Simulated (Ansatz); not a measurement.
Spinel GeNi₂O₄ was calculated with LDA (PAW; Ansatz, a program for electronic structure).

Numerical settings: plane-wave cutoff 520 eV, 12×12×12 k mesh, Fermi–Dirac smearing 0.05 eV, spin-polarised start, scalar-relativistic PAW data made under PBE.

Computed at the level's own relaxed cell.

Problem. What does this level give for the pressure derivative B′ of the bulk modulus, bulk modulus B0, volume per atom, band gap and direct gap at Γ?

Solution. 
* **pressure derivative B′ of the bulk modulus**: 4.6
* **bulk modulus B0**: 227 GPa
* **volume per atom**: 9.51 Å³/atom
* **band gap**: 0.31 eV (on the SCF k mesh)
* **direct gap at Γ**: 1.08 eV

Note: the magnetic order was assumed, not searched for or taken from measurement; the relaxation could not lower the start's symmetry, so the cell can be a saddle point above a distorted one.

Spin–orbit coupling is not included.

Static lattice: no zero-point or thermal effects.

It cost very roughly 40 core-minutes of CPU time.
